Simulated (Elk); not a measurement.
Input and output of a self-consistent single point for Nb3B4 (Immm, 7 atoms in the cell) (Elk).

Computed with PBEsol, all-electron FP-LAPW, Elk's shipped species files, default APW+lo basis run with Elk.

The change in words: lattice scaled by 0.98. Reference geometry:
```xyz
7
Lattice="-1.5934 1.6750 7.1484 1.5934 -1.6750 7.1484 1.5934 1.6750 -7.1484" Properties=species:S:1:pos:R:3 pbc="T T T"
Nb     1.5934     0.0000     2.6415
Nb     0.0000     1.6750     4.5069
Nb     0.0000     0.0000     0.0000
B      0.0000     0.0000     6.2272
B      0.0000     0.0000     8.0695
B      1.5934     0.0000     5.2563
B      0.0000     1.6750     1.8920
```

Reference input (self-consistent single point, DFT, PBEsol, all-electron FP-LAPW, Elk's shipped species files, default APW+lo basis): xctype = 22; swidth = 0.00367493 Ha; ngridk = 7 7 7; rmtscf = 0.9; maxscl = 100. This run's input differs from it in these lines:

```diff
@@ -16,5 +16,5 @@
 avec
-   -3.0110914967    3.1652326772   13.5084256327
-    3.0110914967   -3.1652326772   13.5084256327
-    3.0110914967    3.1652326772  -13.5084256327
+   -2.9508697046    3.1019287418   13.2382571578
+    2.9508697046   -3.1019287418   13.2382571578
+    2.9508697046    3.1019287418  -13.2382571578
```

Output, abridged:

```
│ Self-consistent loop started │
│ Loop number : 1 │
 total energy                :     -11528.6790154
│ Loop number : 2 │
 total energy                :     -11529.8028440
RMS change in Kohn-Sham potential (target) :    4.796993350     (  0.1000000000E-05)
Absolute change in total energy (target)   :    1.123828609     (  0.1000000000E-03)
│ Loop number : 3 │
 total energy                :     -11527.2460352
RMS change in Kohn-Sham potential (target) :    4.432519937     (  0.1000000000E-05)
Absolute change in total energy (target)   :    2.275851685     (  0.1000000000E-03)
│ Loop number : 4 │
   [... lines left out ...]
Absolute change in total energy (target)   :   0.3363417272E-03 (  0.1000000000E-03)
│ Loop number : 17 │
 total energy                :     -11554.4407693
RMS change in Kohn-Sham potential (target) :   0.1533682714E-05 (  0.1000000000E-05)
Absolute change in total energy (target)   :   0.7995635860E-04 (  0.1000000000E-03)
│ Loop number : 18 │
 total energy                :     -11554.4407717
RMS change in Kohn-Sham potential (target) :   0.1832284313E-06 (  0.1000000000E-05)
Absolute change in total energy (target)   :   0.2236285218E-04 (  0.1000000000E-03)
Convergence targets achieved

│ Loop number : 19 │

Energies :
 Fermi                       :     0.515754526415
 total energy                :     -11554.4407702

Density of states at Fermi energy :    51.42246645
 (states/Hartree/unit cell)

Estimated indirect band gap :   0.1253344223E-02
 from k-point     12 to k-point     57
Estimated direct band gap   :   0.1060442365E-01
 at k-point     50

Charges :
 core                        :    92.00000000
 valence                     :    51.00000000
 interstitial                :    12.64021359
 muffin-tins (core leakage)
  species :    1 (Nb)
   atom    1                 :    38.63557293     (  0.6766187262E-05)
   atom    2                 :    38.63557293     (  0.6766187262E-05)
   atom    3                 :    38.63406767     (  0.6753802289E-05)
  species :    2 (B)
   [... lines left out ...]
   atom    2                 :    3.638891951     (  0.2478577592E-03)
   atom    3                 :    3.588394491     (  0.2457710297E-03)
   atom    4                 :    3.588394491     (  0.2457710297E-03)
 total in muffin-tins        :    130.3597864
 total calculated charge     :    143.0064846
 total charge                :    143.0000000
 error                       :   0.6484577604E-02

│ Self-consistent loop stopped │
```

The run converged in 19 iterations. The count includes the last loop, which Elk runs after its targets are met. Against the reference run the free energy falls by 22.4 meV/atom.

The starting cell comes from a database of computed structures (which also holds hypothetical and non-ambient phases and stackings), without a prior relaxation at this level. Its lattice was rescaled by a random factor within 2.5 % of one. For this run, on top of that: lattice scaled by 0.98. Spin polarisation is off. Values depend on the basis (sphere radii, cutoffs, local orbitals), which need not be converged. The log's line on a gap gives a spacing of levels on this mesh, which the program prints for metals too.

Cost on one core of a shared machine: roughly 3 min.
